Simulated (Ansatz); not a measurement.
Hypothetical diamond Fe: pressure series

Consider Fe in the diamond structure (space group Fd-3m, No. 227; a = 4.805 Å; non-magnetic; a hypothetical phase, not in the database extracts checked).

Cell and atoms are relaxed at each pressure.

Computed with Ansatz (a first-principles code) PBEsol, spin-orbit coupling left out.

Notes on the quantities. enthalpy: H = E + PV relative to the base's energy.

```
change                 enthalpy     density
----------------  -------------  ----------
base                          –  6.69 g/cm³
pressure −2 GPa   -0.17 eV/atom  6.61 g/cm³
pressure −1 GPa   -0.09 eV/atom  6.65 g/cm³
pressure 0.3 GPa  +0.03 eV/atom  6.70 g/cm³
pressure 0.7 GPa  +0.06 eV/atom  6.72 g/cm³
pressure 1.5 GPa  +0.13 eV/atom  6.74 g/cm³
pressure 3 GPa    +0.26 eV/atom  6.80 g/cm³
pressure 5 GPa    +0.43 eV/atom  6.87 g/cm³
pressure 7.5 GPa  +0.64 eV/atom  6.96 g/cm³
pressure 10 GPa   +0.84 eV/atom  7.04 g/cm³
```

Load acts through the strain it causes; cell and atoms are relaxed under it. Stability against distortions was not tested. No other phases were tried under pressure. Starting moments died away, wholly or in part, for the base; another magnetic solution may exist. The final runs are not spin-polarised.
